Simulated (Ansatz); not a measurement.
System: CsGeBr₃ (R3m, No. 160, 5 atoms in the cell; start mp-1068340). Method: PBEsol in Ansatz (plane waves, PAW).

Run with plane-wave cutoff 500 eV, 8×8×8 k mesh, Fermi–Dirac smearing 0.05 eV, scalar-relativistic PAW data made under PBE.

Cell (relaxed at this level):

```
CELL_PARAMETERS angstrom
      3.87921     2.23967     3.21368
     -3.87921     2.23967     3.21368
      0.00000    -4.47933     3.21368
ATOMIC_POSITIONS crystal
  Cs 0.00320 0.00320 0.00320
  Ge 0.48659 0.48659 0.48659
  Br 0.01598 0.50610 0.50610
  Br 0.50610 0.01598 0.50610
  Br 0.50610 0.50610 0.01598
```

Question: Predict the band gap.

Answer: 
band gap: 0.58 eV (on the SCF k mesh)

Note: the relaxation could not lower the start's symmetry, so the cell can be a saddle point above a distorted one.

Spin–orbit coupling is not included.

Static lattice: no zero-point or thermal effects.

It cost about 7 core-minutes (a rough figure) of CPU time.

A start named mp-… is a Materials Project structure, which need not be a measured phase.

Ansatz is an electronic-structure program.
